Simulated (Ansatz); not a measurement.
Input and output of a self-consistent single point for Bi2PdPt (P3m1, 4 atoms in the cell) (Ansatz, an electronic-structure program).

Method: LDA (PW92), default PAW files made with PBE (plane waves; Ansatz).

```
CELL_PARAMETERS angstrom
      4.30734     0.00000     0.00000
     -2.15367     3.73027     0.00000
      0.00000     0.00000     5.59778
ATOMIC_POSITIONS crystal
  Bi 0.33333 0.66667 0.25381
  Bi 0.66667 0.33333 0.75512
  Pd 0.00000 0.00000 0.50000
  Pt 0.00000 0.00000 0.00000
```

Reference input (self-consistent single point, DFT, LDA (PW92), plane waves, default PAW files made with PBE): basis.ecutwfc = 420 eV; kpoints.mp_grid.grid = 9 9 6; hamiltonian.xc = lda; hamiltonian.pseudopotentials = {kind: paw} (the program's default PAW files); scf.occupations.method = fermi_dirac; scf.occupations.width = 0.1 eV. This run's input differs from it in these lines:

Ansatz 0.2 input:
```diff
@@ -13,3 +13,3 @@
 kpoints:
-  mp_grid: { grid: [9, 9, 6] }
+  mp_grid: { grid: [15, 15, 10] }
 hamiltonian:
@@ -18,3 +18,3 @@
 scf:
-  occupations: { method: fermi_dirac, width: 0.1 }
+  occupations: { method: methfessel_paxton, width: 0.05 }
 output:
```

Output (repeated stretches shortened):

```
SCF iter   1: F=—  HF=-43262.481363 eV  |F-HF|=—  |Δ(HF+E_count)|=         —  Δρ=8.36e-3  dr2=6.20e-2  ethr=1.77e-3  ⟨swp⟩=6.5  Hψ=38159  notcnv=0  defer=20
all-band conjugate gradients solve this SCF's bands
preconditioner: auto → LDOS
SCF iter   2: F=—  HF=-43262.477282 eV  |F-HF|=—  |Δ(HF+E_count)|=   4.08e-3  S|Δr|=    0.00e0  Δρ=5.46e-3  dr2=2.39e-2  ethr=9.40e-5  ⟨swp⟩=2.0  Hψ=19250  notcnv=0  defer=504
SCF iter   3: F=—  HF=-43262.470919 eV  |F-HF|=—  |Δ(HF+E_count)|=   6.36e-3  S|Δr|=    0.00e0  Δρ=1.01e-3  dr2=8.64e-4  ethr=3.62e-5  ⟨swp⟩=2.0  Hψ=17174  notcnv=0  defer=504
SCF iter   4: F=—  HF=-43262.470752 eV  |F-HF|=—  |Δ(HF+E_count)|=   1.68e-4  S|Δr|=    0.00e0  Δρ=1.44e-4  dr2=2.02e-5  ethr=1.31e-6  ⟨swp⟩=2.5  Hψ=14955  notcnv=0  defer=504
SCF iter   5: F=—  HF=-43262.470745 eV  |F-HF|=—  |Δ(HF+E_count)|=   6.93e-6  S|Δr|=    0.00e0  Δρ=3.52e-5  dr2=8.16e-7  ethr=3.07e-8  ⟨swp⟩=2.0  Hψ=14911  notcnv=0  defer=504
SCF iter   6: F=-43262.470745 eV  HF=-43262.470745 eV  |F-HF|=6.96e-9  |Δ(HF+E_count)|=   6.82e-8  S|Δr|=    0.00e0  Δρ=7.04e-6  dr2=2.95e-8  ethr=1.52e-10  ⟨swp⟩=9.7  Hψ=47884  notcnv=0
SCF 1 converged in 6 iterations: F = -43262.470745 eV  dr2 = 2.95e-8
Stability not checked (fill_not_monotonic)
Free energy (F): -43262.470745 eV
Internal energy: -43262.470629 eV  (E = F + TS)
E sigma→0 (E₀):  -43262.470716 eV
Entropy (-TS):   -0.000116 eV (-0.029 meV/atom)
Fermi energy:    14.961502 eV
--- Forces (eV/Å), atoms counted from 1 ---
  atom   1  Bi    -0.00000000    -0.00000000    -0.19751938
  atom   2  Bi     0.00000000     0.00000000     0.07734089
  atom   3  Pd     0.00000000    -0.00000000     0.04864787
  atom   4  Pt    -0.00000000     0.00000000     0.07153481
--- Stress (GPa, compression-positive) ---
       -3.229533       0.000000       0.000000
        0.000000      -3.229533      -0.000000
        0.000000      -0.000000      -4.301569
  P = ⅓ Tr σ = -3.5869 GPa (-35.869 kbar)
  The stress holds the Pulay correction. Without it, at fixed plane waves, as pw.x and ABINIT print it: P = -3.6228 GPa
```

The run converged in 6 iterations. Against the reference run the free energy rises by 6.9 meV/atom, the pressure goes from -3.48 to -3.59 GPa and the largest force goes from 0.207 to 0.198 eV/Å.

The starting cell comes from a database of computed structures (which also holds hypothetical and non-ambient phases and stackings), without a prior relaxation at this level. Its lattice was rescaled by up to half a per cent. One atom was moved a little off its site on purpose. Spin-orbit coupling is off. Spin polarisation is off. With a pressure of about -4 GPa the cell is away from its equilibrium volume at this level. Ansatz's pressure includes its estimate of the finite-basis (Pulay) stress.

Cost on one core of a shared machine: roughly 70 s.
